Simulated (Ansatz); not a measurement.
The reference is Zr in the hcp (Mg type) structure (space group P6_3/mmc, No. 194; a = 3.1438 Å, c = 5.0928 Å; relaxed with 0.1 eV smearing). Axes: x lies along a and z along c of the hexagonal cell.

Calculations: Ansatz (a first-principles code), LDA, PAW, cutoff 420 eV, without spin-orbit coupling.

Perturbation: compressive biaxial strain of 2.50 % in the plane normal to [001], as in epitaxy on a mismatched substrate; the out-of-plane cell vector and the atoms relax.

### Question
Estimate the effect on the in-plane stress and ratio −ε⊥/ε∥.

### Answer
The mean in-plane stress (compression positive) comes out as +3.3 GPa; the ratio −ε⊥/ε∥ comes out as 1.05.

No phonon test of stability was made. All final runs are without spin polarisation.
